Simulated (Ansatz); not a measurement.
**MgTe: energy against strain**

MgTe (zinc blende, F-43m, 33.375 Å³/atom at rest) under an equal strain ε in the (001) plane with the normal axis free, as in a coherent film. PBEsol in Ansatz, a plane-wave DFT program (PAW, default set), 420 eV, 9×9×9 Γ-centred mesh, Fermi-Dirac smearing 0.05 eV; ions are relaxed within the symmetry of each cell.

Here s stands for strain and y for E less E0.

| strain (%) | E less E0 (meV/atom) |
|---|---|
| -1.50 | 1.60 |
| -1.00 | 0.70 |
| -0.50 | 0.17 |
| 0.00 | 0.00 |
| 0.50 | 0.18 |
| 1.00 | 0.68 |
| 1.50 | 1.50 |
| 3.00 | ? |

**Question.** Fit y against s with a parabola, and predict the withheld value at s = 3.00.

**Answer.** Least squares gives y = 0.002 - 0.0236·s + 0.6881·s². Residuals (row less fit): 0.014, -0.014, -0.016, -0.002, 0.018, 0.013, -0.015; standard error 0.018 (degrees of freedom: 4). Twice the quadratic coefficient over the volume, 2 × 0.6881 meV × 10⁴ × 0.1602 / 33.375 Å³, is twice the biaxial elastic modulus of this plane = 66 ± 0.8 GPa. At the withheld row, y = 0.002 - 0.0236 × 3.0 + 0.6881 × 3.0² = 6.124 meV/atom. The calculation gives 5.71 meV/atom, 0.414 meV/atom below the prediction (7.3 % of the range of y in the table). The row lies outside the fitted rows, so this is an extrapolation. From the scatter of the fitted rows alone, a prediction at this place has a standard error of 0.071 meV/atom, so the miss is 5.8 times that.

One order more, fitted to all 13 runs of the series, follows each within 0.01, so the miss is the next term of a smooth law. MgTe stands in this structure, whereas wurtzite is the usual form. Rows are the converged runs of the series near zero and its far end; series whose fitted rows scatter by over a few per cent of the range, as at a crossing or softening among them, aren't shown in this form. Most that stay on the fit to the last digits aren't either.
